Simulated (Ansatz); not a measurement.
Consider Hf in the hcp (Mg type) structure (space group P6_3/mmc, No. 194; a = 3.1591 Å, c = 4.9999 Å). Axes: x lies along a and z along c of the hexagonal cell.

Computed with Ansatz (a quantum-chemistry and plane-wave program), PBEsol, PAW, cutoff 420 eV, spin-orbit coupling left out.

Base values:

```
Item                             Result
-----------------------------  --------
Band gap                           zero
Shortest interatomic distance  309.5 pm
Pressure                        0.0 GPa
```

Now apply this change: a pure shear with ε_xz = ε_zx = -0.0112; the atoms relax in the strained cell.

### Question
How does this affect the energy relative to the base, band gap, shortest interatomic distance and pressure?

### Answer
The energy goes up by 1.8 meV/atom; the band gap is still zero; the shortest interatomic distance drops by 2.9 pm, from 309.5 pm to 306.6 pm; the pressure (mean of the normal stresses, compression positive) stays 0.0 GPa.

Without a gap, meshes like the base's 17×17×9 leave anisotropic stresses uncertain by several tenths of a GPa, and small strain energies with them. Stability against distortions was not tested. All final runs are without spin polarisation.
